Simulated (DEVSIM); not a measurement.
System: Si p+/n-/n+ power diode, at 350 K.

```tsv
layer (left to right)	material	thickness (μm)	Nd (cm⁻³)	Na (cm⁻³)	τn (s)	τp (s)
1	Si	1.50	-	4.2e18	4.7e-7	4.7e-7
2	Si	32.0	6.9e14	-	4.7e-7	4.7e-7
3	Si	1.60	2.1e18	-	4.7e-7	4.7e-7
```

Left contact: ohmic. Right contact: ohmic. Voltage is applied to the left contact. Recombination: SRH at mid-gap, Auger. Mobility is μmin + (μ − μmin)/(1 + (N/Nref)^α).

The device is made up for the run: typed textbook-type constants, with dimensions and the other settings drawn at random. Values at 300 K; Nc and Nv go as T^1.5, mobilities as T to minus their exponent, the gap by Varshni's rule with the affinity fixed.

```csv
parameter,Si
gap (eV),1.124
affinity (eV),4.05
permittivity,11.7
Nc (cm⁻³),2.86e19
Nv (cm⁻³),3.1e19
μn (cm²/Vs),1417
μp (cm²/Vs),470
"μn,min",52
"μp,min",45
"Nref,n",9.7e16
"Nref,p",2.2e17
αn,0.68
αp,0.72
T exponent of μn,2.3
T exponent of μp,2.2
Cn (cm⁶/s),2.8e-31
Cp (cm⁶/s),9.9e-32
Varshni α (eV/K),0.000473
Varshni β (K),636
```

Model (solved in DEVSIM): 1D drift-diffusion, Boltzmann statistics, complete ionisation; no tunnelling, impact ionisation, image-force lowering or self-heating.

The thickness of layer 2 was swept, all else fixed.

| thickness of layer 2 (μm) | dark forward voltage at 100 A/cm² (V) | dark forward voltage at 1 A/cm² (V) |
|---|---|---|
| 6.4 | 0.794 | 0.601 |
| 11 | 0.791 | 0.575 |
| 19 | 0.786 | 0.548 |
| 32 | 0.783 | 0.528 |
| 54 | 0.789 | 0.522 |
| 96 | 0.843 | 0.546 |
| 160 | 1.062 | 0.603 |

From the first row to the last the dark forward voltage at 100 A/cm² goes from 0.794 to 1.062. From the first row to the last the dark forward voltage at 1 A/cm² goes from 0.601 to 0.603.
